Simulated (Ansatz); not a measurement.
The starting structures come from a database of crystals and need not be the phases stable at ambient conditions.

 Where the default PAW files enter, the runs use the earlier of Ansatz's two default sets.

Tunnelling through a barrier is set by its complex band structure: the current falls as exp(−2κd) with the smallest κ.

Given:

```yaml
crystal:
  lattice:
    - [3.59072, 0.00000, 0.00000]
    - [0.00000, 15.45008, 0.00000]
    - [1.79536, 0.00000, 3.10966]
  atoms:
    - { symbol: Ga, position: [0.33333, 0.67076, 0.33333] }
    - { symbol: Ga, position: [0.66667, 0.32924, 0.66667] }
    - { symbol: Ga, position: [0.66667, 0.17076, 0.66667] }
    - { symbol: Ga, position: [0.33333, 0.82924, 0.33333] }
    - { symbol: S, position: [0.33333, 0.10032, 0.33333] }
    - { symbol: S, position: [0.66667, 0.89968, 0.66667] }
    - { symbol: S, position: [0.66667, 0.60032, 0.66667] }
    - { symbol: S, position: [0.33333, 0.39968, 0.33333] }
```

Space group of this cell: P6_3/mmc. The cell was relaxed by PBE-D3(BJ); by PBEsol its mean pressure is -0.9 GPa.

Transport runs along the normal of the first two printed cell vectors, the (100) plane of the conventional cell.

The gap is the functional's own. No spin-orbit coupling. Mid-gap values are interpolated on the energy grid.

Question: Compute, with PBEsol run with Ansatz (a first-principles code), the band gap and the smallest decay constant κ at mid-gap.

Answer: Gap 1.44 eV on a 10×2×10 mesh; κ = 0.161 1/Å, at the zone centre.
